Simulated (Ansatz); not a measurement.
Defect: interstitial O in monoclinic ZrO2, neutral cell. The step: several atoms move together, O the farthest; the atom moves 2.08 Å along (-0.10, 0.15, -0.36) of the unit cell; the moving atom starts with neighbours O at 1.48; Zr at 2.18 Å and ends with O at 1.48 Å. A PBE band in Ansatz (plane-wave PAW, the Γ point alone, 96 host sites, 93 SCF runs with any check of the saddle's order, static, no finite-size correction) gives a forward barrier of 0.80 eV. The program found a first-order saddle point. The charge state is imposed; whether it is stable for some Fermi level was not computed. Sites that were not tried may lie lower.

Single points at the band's start and saddle point can refine it. Rough cost of one point, in units of the band's mean SCF on the same machine:

```csv
Level,Cost of one point
"PBE, a 2×2×2 k-point mesh shifted by half a step",about 6
"r2SCAN at 500 eV, the Γ point alone",under 2
```

Which of these move the barrier by more than 0.1 eV, and how far does each move it?

PBE, a 2×2×2 k-point mesh shifted by half a step: +0.01 eV; r2SCAN at 500 eV, the Γ point alone: +0.17 eV. Each functional is compared with PBE at the same k-points.

Ansatz is a first-principles code.
